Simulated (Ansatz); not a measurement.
System: NH4I (P4/nmm, No. 129; cell taken from a computed entry). Method: HSE06 in Ansatz (PAW).

Input file:

Ansatz 0.2 input:
```yaml
crystal:
  lattice:
    - [6.153918955, 0.0, 0.0]
    - [0.0, 6.153918955, 0.0]
    - [0.0, 0.0, 4.4169426352]
  atoms:
    - { symbol: H, position: [0.3628159378, 0.5, 0.1344480862] }
    - { symbol: H, position: [0.0, 0.8628159378, 0.1344480862] }
    - { symbol: H, position: [0.6371840622, 0.5, 0.1344480862] }
    - { symbol: H, position: [0.0, 0.1371840622, 0.1344480862] }
    - { symbol: H, position: [0.8628159378, 0.0, 0.8655519138] }
    - { symbol: H, position: [0.5, 0.6371840622, 0.8655519138] }
    - { symbol: H, position: [0.1371840622, 0.0, 0.8655519138] }
    - { symbol: H, position: [0.5, 0.3628159378, 0.8655519138] }
    - { symbol: I, position: [0.0, 0.5, 0.4528363504] }
    - { symbol: I, position: [0.5, 0.0, 0.5471636496] }
    - { symbol: N, position: [0.5, 0.5, 0.0] }
    - { symbol: N, position: [0.0, 0.0, 0.0] }
kpoints:
  mp_grid: { grid: [4, 4, 6] }
hamiltonian:
  xc: hse06
  pseudopotentials: { kind: paw }
  dispersion: none
scf:
  occupations: { method: gaussian, width: 0.02 }
output:
  forces: true
  stress: true
  eigenvalues: true
basis:
  ecutwfc: 500
  ecutrho_ratio: 4
  xc_grid: 2
magnetization:
  spin_polarized: false
```

Q: How many irreducible k-points, plane waves at Γ does the program set up, and what pressure does the run end with?

A: 24 irreducible k-points, 4225 plane waves at Γ; P = 0.18 GPa, so the cell is compressed on average and its volume would grow at this level.

Excerpt of the program's output:

```
WARN output.stress: scf.convergence.dr2_threshold = 1e-7 eV (the SCF's general default) is looser than the 1.2e-9 eV advised for a printed stress (1e-10 eV for …
WARN output.stress: scf.exx.energy_threshold = 1e-6 eV is looser than the 1.2e-7 eV advised for a stress under a hybrid functional (1e-8 eV for each atom of …
Crystal: 12 atoms, lattice volume = 167.273 Å³
Basis set: ecut = 500 eV, 4225 PW (Γ), exchange–correlation on 90×90×72 points (8 copies of the dense FFT grid, shifted against one another)
Bands: 38, of which v1, the nominal top of the filled ones, is band 26 counted from 1 (25 counted from 0)
Symmetry: 16 space group operations
Space group: P4/nmm (ITA 129), of the structure as read, at distance tolerance 5.5e-5 Å
k-points: 24 of 96
SCF iter   1: F=—  HF=-15926.204481 eV  |F-HF|=—  |Δ(HF+E_count)|=         —  Δρ=1.42e-3  dr2=4.67e-3
SCF iter   2: F=—  HF=-15926.200962 eV  |F-HF|=—  |Δ(HF+E_count)|=   3.52e-3  Δρ=7.61e-4  dr2=5.73e-4
  ...
Crystal: 12 atoms, lattice volume = 167.273 Å³
Initial density: handed on by an earlier stage of this run
Crystal: 12 atoms, lattice volume = 167.273 Å³
SCF iter   3: F=—  HF=-15935.845505 eV  |F-HF|=—  |Δ(HF+E_count)|=   1.75e-7  Δρ=3.49e-6  dr2=1.57e-8
SCF iter   4: F=-15935.845505 eV  HF=-15935.845505 eV  |F-HF|=3.58e-10  |Δ(HF+E_count)|=   3.84e-9  Δρ=5.90e-7  dr2=4.96e-10
SCF 3 converged in 4 iterations: F = -15935.845505 eV  dr2 = 4.96e-10
Free energy (F): -15935.845505 eV
Internal energy: -15935.845505 eV  (E = F + TS)
E sigma→0 (E₀):  -15935.845505 eV
Fermi energy:    3.804072 eV
--- Forces (eV/Å), atoms counted from 1 ---
  atom   1  H      0.03880906     0.00000000    -0.02814040
  atom   2  H      0.00000000     0.03880906    -0.02814040
  atom   3  H     -0.03880906     0.00000000    -0.02814040
  atom   4  H      0.00000000    -0.03880906    -0.02814040
  atom   5  H      0.03880906     0.00000000     0.02814040
  atom   6  H     -0.00000000    -0.03880906     0.02814040
  atom   7  H     -0.03880906     0.00000000     0.02814040
  atom   8  H     -0.00000000     0.03880906     0.02814040
  atom   9  I     -0.00000000     0.00000000    -0.07116343
  atom  10  I      0.00000000     0.00000000     0.07116343
  atom  11  N      0.00000000     0.00000000    -0.00000000
  atom  12  N     -0.00000000     0.00000000     0.00000000
--- Stress (GPa, compression-positive) ---
        0.153600       0.000000       0.000000
        0.000000       0.153600       0.000000
        0.000000       0.000000       0.236615
  P = ⅓ Tr σ = 0.1813 GPa (1.813 kbar)
```

The PAW data were made under PBE.

Note: cell and atoms aren't relaxed at this level (largest force component 0.07 eV/Å).

Cost on a shared machine: very roughly 7 core-minutes.

Ansatz is a first-principles code.
